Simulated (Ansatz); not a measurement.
The parent structure is Pd in the fcc (Cu type) structure (space group Fm-3m, No. 225; relaxed with 0.1 eV smearing).

```yaml
crystal:
  lattice:
    - [0.00000, 1.92070, 1.92070]
    - [1.92070, 0.00000, 1.92070]
    - [1.92070, 1.92070, 0.00000]
  atoms:
    - { symbol: Pd, position: [0.00000, 0.00000, 0.00000] }
```

Cartesian axes are those of the cell as printed.

Level of theory: Kohn–Sham DFT with the LDA functional, run in Ansatz (a first-principles code) with PAW and 420 eV plane waves, without spin-orbit coupling.

Perturbation: biaxial strain −2.08 %, plane normal [111], relaxed out of plane (Cartesian); in-plane vectors clamped, the third vector and the atoms free.

Q: Predict the new ratio −ε⊥/ε∥ and energy relative to the base.

A: The ratio −ε⊥/ε∥ is 0.97; the energy grows by 15 meV/atom.

Stability against distortions was not tested. All final runs are without spin polarisation.
